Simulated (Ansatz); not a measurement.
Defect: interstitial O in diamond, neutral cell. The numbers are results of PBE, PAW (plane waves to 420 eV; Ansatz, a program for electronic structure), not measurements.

64-site cell at the relaxed PBE lattice, a 2×2×2 k-point mesh shifted by half a step, smearing 0.01 eV, spin-restricted, no finite-size correction. No zero-point or tunnelling terms. The host's phase is taken as given; its stability against other phases was not computed. The charge state is imposed; whether it is stable for some Fermi level was not computed. Sites that were not tried may lie lower.

Barriers: single points on a 3×3×3 k-point mesh shifted by half a step at the bands' geometries.

Relaxed starting cell (atoms counted from 1):

```xyz
65
Lattice="7.1431 0.0000 0.0000 0.0000 7.1431 0.0000 0.0000 0.0000 7.1431" Properties=species:S:1:pos:R:3 pbc="T T T"
C     -0.1336    -0.0875     1.9372
C      0.0371     0.0138     5.3558
C     -0.0134     3.5353     1.7982
C      0.0024     3.5708     5.3622
C      3.5749     0.0018     1.7633
C      3.6066     0.0113     5.3258
C      3.5609     3.5652     1.7810
C      3.5819     3.5925     5.3497
C      0.8958     2.6646     0.8860
C      0.8977     2.7067     4.4309
C      0.6654     6.0051     1.1311
C      0.8936     6.2462     4.4710
C      4.4769     2.6887     0.8872
C      4.4686     2.6783     4.4607
C      4.4628     6.2410     0.8979
C      4.4618     6.2554     4.4727
C      0.0260     1.7898    -0.0189
C      0.0016     1.7764     3.5676
C     -0.0764     5.2449     0.0588
C     -0.0209     5.3360     3.6092
C      3.6342     1.8370    -0.0186
C      3.5770     1.7872     3.5503
C      3.5686     5.3682     0.0017
C      3.5596     5.3613     3.5739
C      0.8750     0.8516     2.6826
C      0.9762     1.0225     6.1011
C      0.8774     4.4253     2.7126
C      0.8868     4.4570     6.2753
C      4.4611     0.8863     2.6764
C      4.4965     0.9021     6.2403
C      4.4393     4.4499     2.6888
C      4.4666     4.4709     6.2576
C      2.0267     0.2233    -0.2357
C      1.7856    -0.0049     3.5675
C      1.7908     3.5690    -0.0025
C      1.7764     3.5701     3.5658
C      5.3673    -0.0072     0.0094
C      5.3252    -0.0090     3.6076
C      5.3430     3.5548     0.0082
C      5.3535     3.5632     3.5778
C      2.6684     2.6688     2.6642
C      2.7027     2.7125     6.2266
C      2.6608     6.2503     2.6688
C      2.7365     6.2720     6.1981
C      6.2455     2.6569     2.6839
C      6.2559     2.6764     6.2544
C      6.1629     6.2160     2.7720
C      6.2704     6.2441     6.2851
C      1.7876     1.7614     1.7535
C      1.8158     1.8690     5.2664
C      1.7599     5.2955     1.8404
C      1.7815     5.3711     5.3697
C      5.3554     1.7759     1.7841
C      5.3750     1.7864     5.3546
C      5.3193     5.3291     1.8119
C      5.3631     5.3633     5.3744
C      2.7869     0.9650     0.8366
C      2.6958     0.9096     4.4293
C      2.6636     4.4633     0.8937
C      2.6705     4.4723     4.4646
C      6.2421     0.8628     0.9143
C      6.2554     0.8871     4.4708
C      6.1947     4.3975     0.9140
C      6.2447     4.4548     4.4883
O      1.0113    -0.1229     0.4473
```

End state 1 differs by these moves (Å; atoms that move under 0.08 Å are left out):

```
atom  element     Δx     Δy     Δz
----  -------  -----  -----  -----
1           C   0.12   0.06  -0.18
2           C  -0.10  -0.04  -0.06
5           C   0.10   0.05   0.10
11          C   0.09   0.08  -0.32
19          C  -0.02   0.01  -0.09
26          C  -0.16  -0.20   0.04
29          C   0.06   0.02   0.06
33          C  -0.47  -0.47  -0.01
41          C   0.04   0.09   0.10
44          C  -0.09  -0.08  -0.01
47          C   0.08   0.03  -0.10
48          C  -0.06  -0.03  -0.06
49          C   0.08   0.16   0.17
50          C  -0.04  -0.12   0.09
51          C   0.00   0.05  -0.09
57          C   0.13   0.16   0.28
65          O   0.89   0.56   0.33
```

**Question.** Give the forward and backward barriers to end state 1 at the level PBE, PAW.

**Answer.** forward 3.09 eV, backward 3.09 eV; at the saddle point atom 65 has neighbours C at 1.28, 2 C at 1.43, 6 C at 2.19 Å. The saddle point's order was not checked, and it lies on a symmetry element of the cell, where a band can be held.
